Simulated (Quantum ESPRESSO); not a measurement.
A self-consistent single point of Rb3Cd (Pm-3m, 4 atoms in the cell) with Quantum ESPRESSO.

Computed with PBEsol, GBRV 1.5 ultrasoft (PBESOL) pseudopotentials (plane waves; Quantum ESPRESSO).

```
Rb3Cd
1.0
    6.43244     0.00000     0.00000
    0.00000     6.43244     0.00000
    0.00000     0.00000     6.43244
Rb Cd
3 1
Cartesian
  0.00000   3.21622   3.21622
  3.21622   0.00000   3.21622
  3.21622   3.21622   0.00000
  0.00000   0.00000   0.00000
```

Reference input (self-consistent single point, DFT, PBEsol, plane waves, GBRV 1.5 ultrasoft (PBESOL) pseudopotentials): ecutwfc = 40 Ry; ecutrho = 200 Ry; occupations = smearing; smearing = fd; degauss = 0.0073499 Ry; potentials = {Rb: rb_pbesol_v1.uspp.F.UPF, Cd: cd_pbesol_v1.uspp.F.UPF}; K_POINTS = automatic 4 4 4 0 0 0; conv_thr = 1e-11 Ry. This run's input differs from it in these lines:

```diff
@@ -30,3 +30,3 @@
 K_POINTS automatic
-4 4 4  0 0 0
+6 6 6  0 0 0
 CELL_PARAMETERS angstrom
```

The program printed (abridged):

```
     Self-consistent Calculation

     iteration #  1     ecut=    40.00 Ry     beta= 0.70

     negative rho (up, down):  2.145E-01 0.000E+00

     total energy              =    -273.63634135 Ry
     estimated scf accuracy    <       0.63288275 Ry

     iteration #  2     ecut=    40.00 Ry     beta= 0.70

     negative rho (up, down):  2.196E-01 0.000E+00

     total energy              =    -273.79967413 Ry
     estimated scf accuracy    <       0.08095948 Ry

     iteration #  3     ecut=    40.00 Ry     beta= 0.70

     negative rho (up, down):  2.212E-01 0.000E+00

     total energy              =    -273.81625396 Ry
     estimated scf accuracy    <       0.00313489 Ry

   [... 5 blocks of this kind left out ...]

     iteration #  9     ecut=    40.00 Ry     beta= 0.70

     negative rho (up, down):  2.203E-01 0.000E+00

     total energy              =    -273.81705167 Ry
     estimated scf accuracy    <          4.9E-11 Ry

     iteration # 10     ecut=    40.00 Ry     beta= 0.70

     negative rho (up, down):  2.203E-01 0.000E+00
     End of self-consistent calculation

     the Fermi energy is     3.0025 ev

!    total energy              =    -273.81705167 Ry
     estimated scf accuracy    <          7.8E-13 Ry
     smearing contrib. (-TS)   =      -0.00666364 Ry
     internal energy E=F+TS    =    -273.81038803 Ry

     convergence has been achieved in  10 iterations

     negative rho (up, down):  2.203E-01 0.000E+00

     Forces acting on atoms (cartesian axes, Ry/au):

     atom    1 type  1   force =     0.00000000    0.00000000    0.00000000
   [... zero for the other atoms too ...]

     Total force =     0.000000     Total SCF correction =     0.000000

     negative rho (up, down):  2.203E-01 0.000E+00
          total   stress  (Ry/bohr**3)                   (kbar)     P=       -5.21
  -0.00003544   0.00000000   0.00000000           -5.21        0.00        0.00
   0.00000000  -0.00003544   0.00000000            0.00       -5.21        0.00
   0.00000000   0.00000000  -0.00003544            0.00        0.00       -5.21

   JOB DONE.
```

The run converged in 10 iterations. Against the reference run the free energy drops by 7.3 meV/atom and the pressure moves little (-0.50 to -0.52 GPa).

The starting cell comes from a database of computed structures (which also holds hypothetical and non-ambient phases and stackings), without a prior relaxation at this level. Its lattice was rescaled by a random factor within 2.5 % of one.

Cost on one core of a shared machine: roughly 2 min.
